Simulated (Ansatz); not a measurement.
HfN in the rock salt structure, the quasi-harmonic free energy with PBEsol density-functional theory in Ansatz (plane waves, PAW). Spin-orbit coupling is not included. The pressure is 5 GPa. The structure is held there; whether it is the stable one at that pressure was not tested.

| T (K) | α_L (10⁻⁶/K) | C_P (J/mol/K) | bulk modulus B_T (GPa) | γ |
|---|---|---|---|---|
| 150 | 3.6 | 25.7 | 299 | 1.73 |
| 400 | 6.4 | 44.2 | 292 | 1.76 |
| 450 | 6.7 | (withheld) | 290 | 1.77 |
| 650 | 7.3 | 49.2 | 283 | 1.78 |
| 700 | 7.4 | 49.8 | 282 | 1.78 |
| 750 | 7.6 | 50.3 | 280 | 1.79 |
| 850 | 7.8 | 51.2 | 276 | 1.79 |
| 900 | 7.9 | (withheld) | 275 | 1.80 |

**Question.** What belongs in the gaps?

**Answer.** 
- 450, C_P (J/mol/K): 45.7
- 900, C_P (J/mol/K): 51.6

The crystal is held in this phase throughout; melting and phase transitions are not modelled.

The PAW data sets were generated under PBE and serve the other functionals too.

Ansatz is a quantum-chemistry and plane-wave program.
